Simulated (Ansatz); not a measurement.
## Ti3Al under a change: uniaxial strain ε_yy = −1.37 %

The parent structure is Ti3Al (space group P6_3/mmc, No. 194; a = 5.7474 Å, c = 4.6319 Å). Axes: x lies along a and z along c of the hexagonal cell.

Now apply this change: uniaxial strain ε_yy = −1.37 %, all other strain components held at zero, atoms relaxed at fixed cell.

Computed with plane-wave PAW DFT at the r2SCAN level (Ansatz, a quantum-chemistry and plane-wave program, 500 eV), no spin-orbit coupling, earlier PAW set. Γ-centred 10×10×10 mesh, Fermi–Dirac width 0.05 eV.

```csv
quantity,base,changed,shift
energy relative to the base (free energy F),0 meV/atom,+2.0 meV/atom,+2.0 meV/atom
"pressure (mean of the normal stresses, compression positive)",0.0 GPa,1.7 GPa,+1.7 GPa
band gap,zero,zero,–
largest internal atomic displacement,–,0.018 Å,–
"stress (xx, yy, zz, yz, xz, xy; compression positive) (rough)",–,"(1.3, 2.8, 0.9, 0.0, 0.0, 0.0) GPa",–
```

Final structure:

```
Ti3Al
1.0
    5.74737     0.00000     0.00000
   -2.87369     4.90918     0.00000
    0.00000     0.00000     4.63190
Ti Al
6 2
Direct
  0.83170   0.66340   0.25000
  0.17051   0.82824   0.75000
  0.34227   0.17176   0.25000
  0.16830   0.33660   0.75000
  0.82949   0.17176   0.25000
  0.65773   0.82824   0.75000
  0.33325   0.66650   0.25000
  0.66675   0.33350   0.75000
```

Without a gap, meshes like the base's 10×10×10 leave anisotropic stresses uncertain by several tenths of a GPa, and small strain energies with them. No phonon test of stability was made. The final runs are not spin-polarised.
